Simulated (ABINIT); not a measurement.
Equation of state of cubic perovskite SrTiO3 (space group 221): energy against volume (ABINIT, LDA)

```
SrTiO3
1.0
    3.75312     0.00000     0.00000
    0.00000     3.75312     0.00000
    0.00000     0.00000     3.75312
Sr Ti O
1 1 3
Direct
  0.00000   0.00000   0.00000
  0.50000   0.50000   0.50000
  0.50000   0.00000   0.50000
  0.00000   0.50000   0.50000
  0.50000   0.50000   0.00000
```

Method of the run: LDA (PW92), norm-conserving pseudopotentials (PseudoDojo nc-sr-04 LDA standard) (plane waves; ABINIT). Settings: pseudos = [Sr.upf, Ti.upf, O.upf]; ecut = 55 Ha; ixc = 7; occopt = 3; tsmear = 0.01 eV; ngkpt = 9 9 9; nshiftk = 1; shiftk = 0 0 0; potentials = PseudoDojo nc-sr-04 LDA standard; nband = 27; kptopt = 1; nstep = 50; tolvrs = 1e-11. The cell above is the first row's. The rows scale it uniformly. In all rows fractional positions and the k mesh are held. E is the free energy at the stated smearing, counted from the lowest row.

```
V (Å^3/atom)  E (meV/atom)
------------  ------------
10.573               46.78
10.803               24.08
11.033                9.24
11.263                1.46
11.493                0.00
11.723                4.23
11.952               13.55
12.182               27.46
12.412                   ?
```

The 8 complete rows are fitted with the third-order Birch-Murnaghan form, a cubic in V^(-2/3), E against V. With u = V^(-2/3) - 0.198, the rows have u = 0.009587, 0.006631, 0.003777, 0.001020, -0.001644, -0.004221, -0.006704, -0.009119. Least squares gives E = 0.194 + 805.81·u + 419460·u² + 347879·u³. Residuals (row less fit): 0.001, -0.002, 0.000, 0.007, -0.001, -0.010, 0.011, -0.003; standard error 0.009 (degrees of freedom: 4). Its minimum lies at u = -0.000962, so V0 = (0.197038)^(-3/2) = 11.43. There d²E/du² = 836900 and d³E/du³ = 2087000, so B0 = (4/9) × 11.43^(-7/3) × 836900 × 0.160218 = 202 GPa (the last factor turns the table's units into GPa), and B0' = 4 + (2/3) × 0.197038 × (2087000)/836900 = 4.3. The program's pressures in the fitted runs (not shown) pass through zero at V = 11.43, 0.00 % from this V0.

Question: Estimate the missing E (V = 12.412); what did the run itself give?

Answer: u = -0.011460, so E = 0.194 + 805.81 × (-0.011460) + 419460 × (-0.011460)² + 347879 × (-0.011460)³ = 45.524 meV/atom. The calculation gives 45.47 meV/atom, 0.054 meV/atom below the prediction (0.1 % of the range of E in the table). The row lies outside the fitted rows, so this is an extrapolation. From the scatter of the fitted rows alone, a prediction at this place has a standard error of 0.021 meV/atom, so the miss is 2.6 times that.

Carrying the step between the two nearest rows on in a straight line would have given 41.37, off by 4.10; series whose last step already gives the withheld value aren't shown. The scan was laid around a cell of about the measured size, scaled by a guess for this functional. This is the room-temperature phase, which distorts on cooling and is held here by symmetry. The runs keep the symmetry of the cell, so they don't test it for distortions. Cutoffs and mesh are single choices, not tested for convergence of this quantity. Series with a scatter that would blur these digits, or in which a gap closes, are not shown. Nor are scans whose minimum lies at an end fitted in this form.
